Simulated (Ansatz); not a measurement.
Start from Si in the diamond structure (space group Fd-3m, No. 227; a = 5.470 Å).

(Cell as relaxed with PBE.)

Levels (all Ansatz, an electronic-structure program, PAW): PBE (420 eV, no spin-orbit coupling); r2SCAN (500 eV, without spin-orbit coupling).

Each level relaxes its own structure.

```json
[
 {"base": "volume per atom", "PBE": "20.46 Å³", "r2SCAN": "20.17 Å³"},
 {"base": "lattice parameter a", "PBE": "5.470 Å", "r2SCAN": "5.444 Å"},
 {"base": "band gap", "PBE": "0.61 eV", "r2SCAN": "0.78 eV"}
]
```

The change: a hydrostatic pressure of 5 GPa.

```tsv
quantity	PBE	r2SCAN
volume per atom	19.45 Å³	[?]
valley order (the lowest conduction-band minima on the path, energy above the VBM, named in the base's zone)	a point along ⟨100⟩, about 1.0 Å⁻¹ from Γ 0.52 eV; L along ⟨111⟩ 1.64 eV	[?]
smallest direct gap	2.57 eV	[?]
```

What does r2SCAN give?


- volume per atom, r2SCAN: 19.25 Å³
- valley order (the lowest conduction-band minima on the path, energy above the VBM, named in the base's zone), r2SCAN: a point along ⟨100⟩, about 1.0 Å⁻¹ from Γ 0.69 eV; L along ⟨111⟩ 2.02 eV
- smallest direct gap, r2SCAN: 2.76 eV

PBE's volume per atom lies 0.20 Å³ above r2SCAN's (1.1 %); both order the valleys alike; PBE's smallest direct gap lies 0.19 eV below r2SCAN's. Neither level is exact; r2SCAN is the comparison here, not a measurement.

Load acts through the strain it causes; cell and atoms are relaxed under it. Whether these cells are dynamically stable was not tested. Tetrahedral semiconductors of this kind turn to denser phases somewhere between about 1 and 50 GPa; those were not computed, so compressed cells here can lie past the real transition.
